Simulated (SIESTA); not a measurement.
SIESTA run on Mn4BiSb3 (Pmm2, 8 atoms in the cell): self-consistent single point.

Level of theory: LDA PW92, numerical atomic orbitals DZP, PseudoDojo LDA standard norm-conserving potentials (rewritten from UPF to PSML) in SIESTA.

```
CELL_PARAMETERS angstrom
      4.16428     0.00000     0.00000
      0.00000     5.66328     0.00000
      0.00000     0.00000     7.18801
ATOMIC_POSITIONS crystal
  Mn 0.00000 0.25565 0.00756
  Mn 0.00000 0.74435 0.00756
  Mn 0.50000 0.25329 0.49262
  Mn 0.50000 0.74671 0.49262
  Sb 0.00000 0.00000 0.33438
  Sb 0.00000 0.50000 0.66724
  Sb 0.50000 0.50000 0.16512
  Bi 0.50000 0.00000 0.83290
```
Moments meant for the start (each program seeds them in its own way; μB, in the order of the atoms Mn Mn Mn Mn Sb Sb Sb Bi): 4.0 4.0 4.0 4.0 0.0 0.0 0.0 0.0.

Reference input (self-consistent single point, DFT, LDA PW92, numerical atomic orbitals DZP, PseudoDojo LDA standard norm-conserving potentials (rewritten from UPF to PSML)): XC.functional = LDA; XC.authors = PW92; potentials = PseudoDojo LDA standard; PAO.BasisSize = DZP; PAO.EnergyShift = 0.005 Ry; MeshCutoff = 350 Ry; kgrid.MonkhorstPack = 7 5 4; OccupationFunction = FD; ElectronicTemperature = 1578.21 K; Spin = polarized; DM.InitSpin = [1 +4.00, 2 +4.00, 3 +4.00, 4 +4.00, 5 +0.00, 6 +0.00, 7 +0.00, 8 +0.00]; MaxSCFIterations = 150. This run's input differs from it in these lines:

```diff
@@ -33,3 +33,3 @@
 PAO.EnergyShift              0.005 Ry
-MeshCutoff                   350 Ry
+MeshCutoff                   800 Ry
 %block kgrid.MonkhorstPack
```

The program printed (abridged):

```
        iscf     Eharris(eV)        E_KS(eV)     FreeEng(eV)     dDmax    Ef(eV) dHmax(eV)
   scf:    1   -21408.794790   -21449.284939   -21449.574288  0.888248 -3.267192 13.042741
     spin moment: {S} , |S| = {        0.0        0.0   13.75124 }    13.75124
   scf:    2   -21468.127675   -21460.606318   -21460.886747  0.128649 -3.811855  5.950783
     spin moment: {S} , |S| = {        0.0        0.0   13.62448 }    13.62448
   scf:    3   -21463.521337   -21463.204651   -21463.508215  0.087463 -4.224033  1.846496
     spin moment: {S} , |S| = {        0.0        0.0   13.24670 }    13.24670
   [... lines left out ...]
     spin moment: {S} , |S| = {        0.0        0.0   12.78185 }    12.78185
   scf:   18   -21463.433770   -21463.433794   -21463.787822  0.000015 -4.316118  0.000242
     spin moment: {S} , |S| = {        0.0        0.0   12.78160 }    12.78160
   scf:   19   -21463.433736   -21463.433765   -21463.787822  0.000012 -4.316131  0.000178
     spin moment: {S} , |S| = {        0.0        0.0   12.78136 }    12.78136
   scf:   20   -21463.433744   -21463.433754   -21463.787822  0.000005 -4.316141  0.000135
     spin moment: {S} , |S| = {        0.0        0.0   12.78133 }    12.78133
SCF Convergence by DM+H criterion
max |DM_out - DM_in|         :     0.0000052491
max |H_out - H_in|      (eV) :     0.0001345385
SCF cycle converged after 20 iterations

Using DM_out to compute the final energy and forces

siesta: E_KS(eV) =           -21463.4338

siesta: E_KS - E_eggbox =    -21463.4338

siesta: Atomic forces (eV/Ang):
     1    0.000000    0.029280    0.025703
     2    0.000000   -0.029280    0.025703
     3    0.000000    0.028581   -0.022110
     4   -0.000000   -0.028581   -0.022110
     5   -0.000000    0.000000   -0.000581
     6   -0.000000   -0.000000   -0.024795
     7    0.000000   -0.000000    0.035709
     8    0.000000    0.000000   -0.017729
   Tot    0.000000    0.000000   -0.000211
   Max    0.035709
   Res    0.018088    sqrt( Sum f_i^2 / 3N )
   Max    0.035709    constrained

   [... lines left out ...]
siesta: FreeEng =    -21463.787822
siesta: Cell volume =        169.518316 Ang**3
siesta:         -80.32936197        -78.75979987  kBar
   [... lines left out ...]
     1     0.556241   14.443759    3.476704  Mn
     2     0.556240   14.443760    3.476704  Mn
     3     0.553046   14.446954    3.488379  Mn
     4     0.553046   14.446954    3.488378  Mn
     5    -0.588691   15.588691   -0.289957  Sb
     6    -0.511418   15.511418   -0.289312  Sb
     7    -0.554785   15.554785   -0.285785  Sb
     8    -0.563679   15.563679   -0.283783  Bi
 Total    -0.000000               12.781329
```

The run converged in 20 iterations. Against the reference run the free energy is nearly the same (within 1 meV/atom), the pressure stays at -8.03 GPa, the largest force goes from 0.043 to 0.039 eV/Å and the size of the net moment stays at 1.60 μB/atom.

The starting cell comes from a database of computed structures (which also holds hypothetical and non-ambient phases and stackings), without a prior relaxation at this level. The magnetic order is the one reached from the typed start; others were not searched systematically. Values carry the incompleteness of an atom-centred basis.

Cost on one core of a shared machine: roughly 8 min.
